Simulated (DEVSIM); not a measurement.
Device: Al/Al2O3/SiO2/p-Si capacitor, at 300 K.

Layer 1 from the left is Al2O3, thickness (nm) 12.0. Layer 2 from the left is SiO2, thickness (nm) 0.610. Layer 3 from the left is Si, thickness (nm) 4000, Na (cm⁻³) 2.1e16.

Metal gate on the left, work function 4.1 eV. Fixed charge at the semiconductor interface 1.8e12 cm⁻² (in units of +e); interface traps 2e12 cm⁻² eV⁻¹, uniform in energy, neutral level at 0.7 of the gap above the valence band.

This is a model device: material constants are rounded textbook-type values typed into the input, and sizes, dopings and lifetimes were drawn at random. Values at 300 K.

Al2O3: gap (eV) 6.8, affinity (eV) 1.35, permittivity 9. SiO2: gap (eV) 9, affinity (eV) 0.9, permittivity 3.9. Si: gap (eV) 1.124, affinity (eV) 4.05, permittivity 11.7, Nc (cm⁻³) 2.86e19, Nv (cm⁻³) 3.1e19.

Simulated with DEVSIM: 1D Poisson equation in equilibrium, Boltzmann statistics, complete ionisation; no quantum confinement or tunnelling. Metal contacts follow the ideal Schottky-Mott rule: no Fermi-level pinning, no interface dipoles.

### Question
What does the simulation give for the threshold voltage (band bending 2φF), the minimum of the low-frequency capacitance, the flat-band voltage?

### Answer
threshold voltage (band bending 2φF) -0.42 V; minimum of the low-frequency capacitance 0.230 μF/cm²; flat-band voltage -1.69 V.
